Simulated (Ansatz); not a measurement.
CsCl-type NaCl (model structure) (like a known high-pressure phase), treated with r²SCAN-D4 (plane waves, PAW; Ansatz, an electronic-structure program).

Run with plane-wave cutoff 500 eV, 10×10×10 k mesh, gaussian smearing 0.02 eV, scalar-relativistic PAW data made under PBE.

Cell (relaxed at this level):

```
CELL_PARAMETERS angstrom
      3.44813     0.00000     0.00000
      0.00000     3.44813     0.00000
      0.00000     0.00000     3.44813
ATOMIC_POSITIONS crystal
  Na 0.00000 0.00000 0.00000
  Cl 0.50000 0.50000 0.50000
```

Problem. Give the computed band gap.

Solution. 
- band gap = 4.95 eV (on the SCF k mesh)

A model structure was made by putting elements into a prototype or built by hand; it is no filed structure, need not be a known phase, and can be a saddle point held by its symmetry.
